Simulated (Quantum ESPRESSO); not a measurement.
Checking a run of Quantum ESPRESSO on YNi2B2 (I4/mmm, 5 atoms in the cell). The aim is a self-consistent single point with DFT, PBEsol, plane waves, PSlibrary ultrasoft (PBE) pseudopotentials.

This input was run:

```fortran
&control
 calculation = 'scf'
 prefix = 'run'
 outdir = './tmp/'
 pseudo_dir = './'
 tprnfor = .true.
 tstress = .true.
/
&system
 ibrav = 0
 nat = 5
 ntyp = 3
 ecutwfc = 50
 ecutrho = 350
 occupations = 'smearing'
 smearing = 'fd'
 degauss = 0.0036749
 input_dft = 'pbesol'
/
&electrons
 conv_thr = 1e-10
/
ATOMIC_SPECIES
Y     88.9058  Ni.pbe-n-rrkjus_psl.1.0.0.UPF
Ni    58.6934  Y.pbe-spn-rrkjus_psl.1.0.0.UPF
B     10.8100  B.pbe-n-rrkjus_psl.1.0.0.UPF
ATOMIC_POSITIONS angstrom
Y   0.0000000000    0.0000000000    0.0000000000
Ni  0.0000000000    1.7746300000    2.3042900000
Ni  1.7746300000    0.0000000000    2.3042900000
B   0.0000000000    0.0000000000    3.4825195628
B   0.0000000000    0.0000000000    5.7346404372
K_POINTS automatic
9 9 9  0 0 0
CELL_PARAMETERS angstrom
  -1.7746300000     1.7746300000     4.6085800000
   1.7746300000    -1.7746300000     4.6085800000
   1.7746300000     1.7746300000    -4.6085800000
```

Output, abridged:

```
     file Ni.pbe-n-rrkjus_psl.1.0.0.UPF: wavefunction(s)  3D renormalized
     file Y.pbe-spn-rrkjus_psl.1.0.0.UPF: wavefunction(s)  4S renormalized
     file B.pbe-n-rrkjus_psl.1.0.0.UPF: wavefunction(s)  2S renormalized

     Message from routine setup:
   [... lines left out ...]

     16 Sym. Ops., with inversion, found

   Cartesian axes

     site n.     atom                  positions (alat units)
         1        Y      tau(   1) = (   0.0000000   0.0000000   0.0000000  )
         2        Ni     tau(   2) = (   0.0000000   0.3381773   0.4391105  )
         3        Ni     tau(   3) = (   0.3381773   0.0000000   0.4391105  )
         4        B      tau(   4) = (   0.0000000   0.0000000   0.6636365  )
         5        B      tau(   5) = (   0.0000000   0.0000000   1.0928055  )

     number of k points=    75  Fermi-Dirac smearing, width (Ry)=  0.0037
                       cart. coord. in units 2pi/alat
        k(    1) = (   0.0000000   0.0000000   0.0000000), wk =   0.0027435
        k(    2) = (   0.1642794   0.1642794   0.0000000), wk =   0.0109739
        k(    3) = (   0.3285587   0.3285587   0.0000000), wk =   0.0109739
   [... 72 lines left out ...]

     Dense  grid:    43295 G-vectors     FFT dimensions: (  60,  60,  60)

     Smooth grid:    18683 G-vectors     FFT dimensions: (  45,  45,  45)

     Initial potential from superposition of free atoms

     starting charge      37.9912, renormalised to      38.0000
     Self-consistent Calculation

     iteration #  1     ecut=    50.00 Ry     beta= 0.70

     total energy              =    -274.72858244 Ry
     estimated scf accuracy    <       4.80719846 Ry

     iteration #  2     ecut=    50.00 Ry     beta= 0.70

     total energy              =    -276.64667725 Ry
     estimated scf accuracy    <      30.28015410 Ry

     iteration #  3     ecut=    50.00 Ry     beta= 0.70

     total energy              =    -279.13684155 Ry
     estimated scf accuracy    <       3.90415160 Ry

   [... 18 blocks of this kind left out ...]

     iteration # 22     ecut=    50.00 Ry     beta= 0.70

     total energy              =    -278.53100608 Ry
     estimated scf accuracy    <          2.1E-10 Ry

     iteration # 23     ecut=    50.00 Ry     beta= 0.70
     End of self-consistent calculation

     the Fermi energy is    15.7737 ev

!    total energy              =    -278.53100608 Ry
     estimated scf accuracy    <          1.1E-11 Ry
     smearing contrib. (-TS)   =      -0.00165860 Ry
     internal energy E=F+TS    =    -278.52934748 Ry

     convergence has been achieved in  23 iterations

     Forces acting on atoms (cartesian axes, Ry/au):

     atom    1 type  1   force =     0.00000000    0.00000000    0.00000000
     atom    2 type  2   force =     0.00000000    0.00000000    0.00000000
     atom    3 type  2   force =     0.00000000    0.00000000    0.00000000
     atom    4 type  3   force =     0.00000000    0.00000000    0.36783005
     atom    5 type  3   force =    -0.00000000    0.00000000   -0.36783005

     Total force =     0.520190     Total SCF correction =     0.000002

          total   stress  (Ry/bohr**3)                   (kbar)     P=      735.57
   0.00584819  -0.00000000   0.00000000          860.30       -0.00        0.00
   0.00000000   0.00584819   0.00000000            0.00      860.30        0.00
   0.00000000   0.00000000   0.00330459            0.00        0.00      486.12

   JOB DONE.
```

Task: Can these results be used? Check the input.

Result: The run is not sound. The fault is potential files assigned to the wrong elements. Each file describes one element; swapped files give the atoms the wrong cores and charges. To fix it, match the files to the elements. The run converged in 23 iterations without an error; against the sound input the pressure goes from -7.23 to 73.56 GPa and the largest force goes from 0.188 to 9.457 eV/Å.

An input that runs soundly differs in these lines (not the only fix; some lines may just follow from the change or write a value another way):
```diff
-Y     88.9058  Ni.pbe-n-rrkjus_psl.1.0.0.UPF
-Ni    58.6934  Y.pbe-spn-rrkjus_psl.1.0.0.UPF
+Y     88.9058  Y.pbe-spn-rrkjus_psl.1.0.0.UPF
+Ni    58.6934  Ni.pbe-n-rrkjus_psl.1.0.0.UPF
-Y   0.0000000000    0.0000000000    0.0000000000
-Ni  0.0000000000    1.7746300000    2.3042900000
-Ni  1.7746300000    0.0000000000    2.3042900000
-B   0.0000000000    0.0000000000    3.4825195628
-B   0.0000000000    0.0000000000    5.7346404372
+Y     0.0000000000    0.0000000000    0.0000000000
+Ni    0.0000000000    1.7746300000    2.3042900000
+Ni    1.7746300000    0.0000000000    2.3042900000
+B     0.0000000000    0.0000000000    3.4825195628
+B     0.0000000000    0.0000000000    5.7346404372
```

With that input, the run converged in 12 iterations: free energy E − TS -4032.9202 eV; Fermi level (on the code's own zero) 13.04 eV; pressure -7.23 GPa; largest force (vector length) 0.188 eV/Å (DFT, PBEsol, plane waves, PSlibrary ultrasoft (PBE) pseudopotentials).

On the sound input: the starting cell comes from a database of computed structures (which also holds hypothetical and non-ambient phases and stackings), without a prior relaxation at this level. Spin polarisation is off. With a pressure of about -7 GPa the cell is away from its equilibrium volume at this level.
